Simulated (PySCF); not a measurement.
PySCF 2.14.0, PBE/def2-tzvp, df: selenophene (c1cc[se]c1), 9 atoms. The geometry is a generated start, not checked to be a minimum at this level.

```python
import time
import numpy
from pyscf import lib
from pyscf import gto, scf, dft, mp, cc, sgx
lib.logger.TIMER_LEVEL = 4
t0 = time.perf_counter()

mol = gto.M(
    atom='''
C      0.59040000    -0.68630000    -0.13940000
C     -0.73440000    -0.54230000    -0.15880000
C     -1.28960000     0.67040000     0.10730000
Se     0.26110000     1.92180000     0.46780000
C      1.38310000     0.38670000     0.14800000
H      1.08130000    -1.67560000    -0.35490000
H     -1.41590000    -1.40910000    -0.39260000
H     -2.33740000     0.92450000     0.12530000
H      2.46160000     0.41000000     0.19720000
''',
    basis='def2-tzvp',
    max_memory=3000,
    verbose=4,
)
mf = dft.RKS(mol, xc='pbe')
mf = mf.density_fit()
mf.chkfile = None
mf.kernel()
print('SCF converged:', mf.converged)
print('E(SCF) = %.10f' % mf.e_tot)
print('basis functions:', mol.nao_nr())
print('integrals held in memory:', getattr(mf, '_eri', None) is not None)
t1 = time.perf_counter()
print('wall of the SCF part: %.3f s' % (t1 - t0))
print('run ended')
```

The program reports basis functions: 196, grid points: 116128.

Hardware: Arm Neoverse V2, 96 cores on 1 socket, no SMT, 1 L3 cache group; 94 cores' worth of CPU time may be used.

Times are wall-clock medians of two to five repeats, from the common launch until the last copy ends, with nothing else on the machine. Processes are pinned to neighbouring cores unless said otherwise. Build: PyPI wheel: OpenMP (GNU), a bundled serial OpenBLAS 0.3.3 under its C layer, NumPy's threaded OpenBLAS held to generic ARMv8 kernels, libcint, Libxc. Other compilers and libraries give other times. Scratch files lie in a memory file system.

Ways to fill 88 cores (the node offers 329 GiB):
- 88 copies of 1 thread
- 88 threads, 1 BLAS thread
- 2 copies of 44 threads, 1 BLAS thread
- 22 copies of 4 threads, 1 BLAS thread
- 44 copies of 2 threads, 1 BLAS thread
- 4 copies of 22 threads, 1 BLAS thread
- 11 copies of 8 threads, 1 BLAS thread

Q: Which packing maximises jobs per hour, and what does it cost in the time of one job?

A: 88 copies of 1 thread: 8900 jobs an hour. At the low end 88 threads, 1 BLAS thread gives 1500. One job is done soonest with 88 threads, 1 BLAS thread (2.4 s against 35 s).

| way | time till all copies end | jobs an hour | memory in all, scratch files included |
|---|---|---|---|
| 88 copies of 1 thread | 35 s | 8900 | 50 GiB |
| 44 copies of 2 threads, 1 BLAS thread | 19 s | 8200 | 26 GiB |
| 22 copies of 4 threads, 1 BLAS thread | 10 s | 7800 | 13 GiB |
| 11 copies of 8 threads, 1 BLAS thread | 5.9 s | 6700 | 6.7 GiB |
| 4 copies of 22 threads, 1 BLAS thread | 3.3 s | 4300 | 2.4 GiB |
| 2 copies of 44 threads, 1 BLAS thread | 2.6 s | 2700 | 1.3 GiB |
| 88 threads, 1 BLAS thread | 2.4 s | 1500 | 0.71 GiB |
